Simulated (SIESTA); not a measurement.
Band structure of LaAl5Ni2 (Immm, 8 atoms in the cell).

```
LaAl5Ni2
1.0
   -2.00227     3.50710     4.82543
    2.00227    -3.50710     4.82543
    2.00227     3.50710    -4.82543
La Al Ni
1 5 2
Direct
  0.00000   0.00000   0.00000
  0.50000   0.00000   0.50000
  0.84934   0.66072   0.18862
  0.15066   0.33928   0.81138
  0.47210   0.66072   0.81138
  0.52790   0.33928   0.18862
  0.73572   0.23572   0.50000
  0.26428   0.76428   0.50000
```

Method of the run: GGA PBEsol, numerical atomic orbitals DZP, PseudoDojo PBEsol standard norm-conserving potentials (rewritten from UPF to PSML) run with SIESTA 5.4.2.

Settings: XC.functional = GGA; XC.authors = PBEsol; potentials = PseudoDojo PBEsol standard; PAO.BasisSize = DZP; PAO.EnergyShift = 0.01 Ry; MeshCutoff = 300 Ry; kgrid.MonkhorstPack = 5 5 5; OccupationFunction = MP; OccupationMPOrder = 0; ElectronicTemperature = 272 meV; MaxSCFIterations = 150; SCF.Mixer.Method = Pulay; SCF.Mixer.Weight = 0.1; SCF.Mixer.History = 6.

The starting cell comes from a database of computed structures (which also holds hypothetical and non-ambient phases and stackings), without a prior relaxation at this level. Spin polarisation is off. Values carry the incompleteness of an atom-centred basis.

Levels in eV from the Fermi level, bands 28 to 33:
```json
[
 {"point": "Γ", "28": "-1.32", "29": "-1.22", "30": "-0.97", "31": "0.60", "32": "0.75", "33": "1.20"},
 {"point": "X", "28": "-1.57", "29": "-1.15", "30": "-1.04", "31": "-1.02", "32": "-0.60", "33": "1.11"},
 {"point": "L", "28": "-1.75", "29": "-1.35", "30": "-1.34", "31": "-0.56", "32": "-0.25", "33": "0.78"},
 {"point": "T", "28": "-1.87", "29": "-1.69", "30": "-1.50", "31": "-0.54", "32": "0.01", "33": "0.13"},
 {"point": "W", "28": "-1.87", "29": "-1.63", "30": "-1.52", "31": "-1.14", "32": "0.98", "33": "1.04"},
 {"point": "R", "28": "-1.67", "29": "-1.59", "30": "-1.38", "31": "-1.09", "32": "0.01", "33": "1.04"},
 {"point": "X1", "28": "-1.57", "29": "-1.15", "30": "-1.04", "31": "-1.02", "32": "-0.60", "33": "1.11"},
 {"point": "Z", "28": "-0.57", "29": "0.11", "30": "0.24", "31": "0.41", "32": "0.95", "33": "1.27"},
 {"point": "Y", "28": "-0.72", "29": "-0.54", "30": "0.33", "31": "0.50", "32": "1.09", "33": "1.53"},
 {"point": "S", "28": "-1.10", "29": "-0.69", "30": "-0.42", "31": "0.41", "32": "0.76", "33": "1.62"},
 {"point": "L1", "28": "-1.75", "29": "-1.35", "30": "-1.34", "31": "-0.56", "32": "-0.25", "33": "0.78"},
 {"point": "Y1", "28": "-0.72", "29": "-0.54", "30": "0.33", "31": "0.50", "32": "1.09", "33": "1.53"}
]
```

Bands cross the Fermi level along this path, so the cell is metallic at this level.

Higher empty bands are left out: an atom-centred basis made for the valence describes them poorly.
